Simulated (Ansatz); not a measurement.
## Lu: biaxial strain −3.00 %, plane normal [001], relaxed out of plane

Take Lu in the hcp (Mg type) structure (space group P6_3/mmc, No. 194; a = 3.5062 Å, c = 5.4820 Å; relaxed with 0.1 eV smearing) as the base. Axes: x lies along a and z along c of the hexagonal cell.

The change: compressive biaxial strain of 3.00 % in the plane normal to [001], as in epitaxy on a mismatched substrate; the out-of-plane cell vector and the atoms relax.

All numbers come from PBE (Ansatz, a first-principles code, PAW, spin-orbit coupling left out). k-mesh 19×19×11 (Γ-centred); smearing 0.1 eV (Fermi–Dirac).

The volume per atom decreases by 1.29 Å³ to 27.89 Å³ and the space group stays P6_3/mmc (No. 194). The shortest interatomic distance decreases by 0.6 pm to 340.1 pm and the pressure (mean of the normal stresses, compression positive) goes from zero to 2.3 GPa. The band gap remains zero and the out-of-plane strain amounts to +1.58 %. The ratio −ε⊥/ε∥ is 0.53.

Final structure (turned so that z lies along the plane normal):

```
Lu
1.0
    3.40098     0.00000     0.00000
    1.70049     2.94533     0.00000
    0.00000     0.00000     5.56850
Lu
2
Direct
  0.66667   0.66667   0.75000
  0.33333   0.33333   0.25000
```

No phonon test of stability was made.
